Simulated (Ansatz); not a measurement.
Ansatz (a quantum-chemistry and plane-wave program), DFT, HSE06, plane waves, its default PAW files: diamond-structure Si, 2 atoms. Basis and mesh were picked for this test and aren't claimed converged.

Ansatz 0.2 input:
```yaml
crystal:
  lattice:
    - [0.0, 2.7155, 2.7155]
    - [2.7155, 0.0, 2.7155]
    - [2.7155, 2.7155, 0.0]
  atoms:
    - { symbol: Si, position: [0.0, 0.0, 0.0] }
    - { symbol: Si, position: [0.25, 0.25, 0.25] }
kpoints:
  mp_grid: { grid: [8, 8, 8] }
hamiltonian:
  xc: hse06
  pseudopotentials: { kind: paw }
scf:
  occupations: { method: fixed }
  exx: { build: pair_densities, ecutfock_ratio: 1 }
output:
  forces: true
```

```bash
OMP_NUM_THREADS=88 ANSATZ_TIMINGS=1 ansatz run --backend cpu --threads 88 --max-ram 200GiB --events-out run.ndjson --runs-dir run.runs --progress --plain run.yaml
```

The program reports k-points after symmetry: 29, bands at the start: 8, electrons: 8, plane waves at Γ: 749, cutoff (eV): 420, FFT grid: 27×27×27, symmetry operations: 48.

Hardware: Intel Xeon 6 (Granite Rapids), 96 cores on 1 socket, 2 hardware threads a core, 3 L3 cache groups, 3 NUMA nodes.

On 88 threads this takes 11 s. Times are wall-clock medians of two to five runs, from launch to exit, with nothing else on the machine. Unless noted, each process is bound to its own block of adjacent cores. The times hold for this build (release build for x86-64 with AVX-512, one process with threads). Scratch files lie in a memory file system.

Problem. Speed this job up; the result has to stay within 1.0 meV/atom in energy. Keep to 88 cores.

Solution. One answer among several that fit: going from scf.exx.build = pair_densities, scf.exx.ecutfock_ratio = 1 to scf.exx.build = auto_tight, scf.exx.ecutfock_ratio = not set, one of the fastest among the values tried that keep the result.

```diff
-  exx: { build: pair_densities, ecutfock_ratio: 1 }
+  exx: { build: auto_tight }
```

Time: 11 s to 1.3 s (8.9× as fast). Applications of H to a band go from 13217 to 13216. These two results differ by: energy 0.0024 meV/atom. Others tried: scf.exx.energy_threshold = 0.001 eV, scf.exx.build = auto (default), scf.exx.ecutfock_ratio = not set (1.3 s); scf.exx.build = auto (default), scf.exx.warmup_dr2_ratio = 0.1, scf.exx.ecutfock_ratio = not set (1.3 s); scf.exx.build = auto (default), scf.exx.ecutfock_ratio = not set (1.3 s); scf.exx.energy_threshold = 1e-07 eV, scf.exx.build = auto (default), scf.exx.ecutfock_ratio = not set (1.3 s); scf.exx.build = pair_densities, scf.exx.ecutfock_ratio = 2 (12 s); scf.exx.build = pair_densities, scf.exx.ecutfock_ratio = not set (12 s); scf.exx.build = pair_densities, scf.exx.ecutfock_ratio = 4 (12 s).
